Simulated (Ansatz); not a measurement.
## ZrO2: pressure series

Start from ZrO$_{2}$ in the fluorite structure (space group Fm-3m, No. 225).

```yaml
crystal:
  lattice:
    - [0.00000, 2.54457, 2.54457]
    - [2.54457, 0.00000, 2.54457]
    - [2.54457, 2.54457, 0.00000]
  atoms:
    - { symbol: Zr, position: [0.00000, 0.00000, 0.00000] }
    - { symbol: O, position: [0.25000, 0.25000, 0.25000] }
    - { symbol: O, position: [0.75000, 0.75000, 0.75000] }
```

Cell and atoms are relaxed at each pressure.

Level of theory: r2SCAN (Ansatz, a quantum-chemistry and plane-wave program), without spin-orbit coupling, earlier PAW set.

```json
[
 {"variant": "base", "band gap": "3.89 eV", "smallest direct gap": "4.29 eV", "lattice parameter a": "5.089 Å"},
 {"variant": "pressure −2 GPa", "band gap": "3.86 eV", "smallest direct gap": "4.26 eV", "lattice parameter a": "5.103 Å"},
 {"variant": "pressure −1 GPa", "band gap": "3.87 eV", "smallest direct gap": "4.27 eV", "lattice parameter a": "5.096 Å"},
 {"variant": "pressure 0.9 GPa", "band gap": "3.90 eV", "smallest direct gap": "4.30 eV", "lattice parameter a": "5.083 Å"},
 {"variant": "pressure 2.1 GPa", "band gap": "3.91 eV", "smallest direct gap": "4.32 eV", "lattice parameter a": "5.075 Å"},
 {"variant": "pressure 4.5 GPa", "band gap": "3.94 eV", "smallest direct gap": "4.35 eV", "lattice parameter a": "5.060 Å"},
 {"variant": "pressure 9 GPa", "band gap": "3.99 eV", "smallest direct gap": "4.42 eV", "lattice parameter a": "5.034 Å"},
 {"variant": "pressure 15 GPa", "band gap": "4.05 eV", "smallest direct gap": "4.49 eV", "lattice parameter a": "5.001 Å"},
 {"variant": "pressure 22.5 GPa", "band gap": "4.11 eV", "smallest direct gap": "4.58 eV", "lattice parameter a": "4.963 Å"},
 {"variant": "pressure 30 GPa", "band gap": "(withheld)", "smallest direct gap": "(withheld)", "lattice parameter a": "(withheld)"}
]
```

Q: Fill in the withheld entries from the trend.

A: 
- pressure 30 GPa, band gap: 4.17 eV
- pressure 30 GPa, smallest direct gap: 4.67 eV
- pressure 30 GPa, lattice parameter a: 4.929 Å

Load acts through the strain it causes; cell and atoms are relaxed under it. Whether these cells are dynamically stable was not tested. Competing high-pressure phases were not computed. This is not the structure that ZrO2 has at room temperature and ambient pressure.
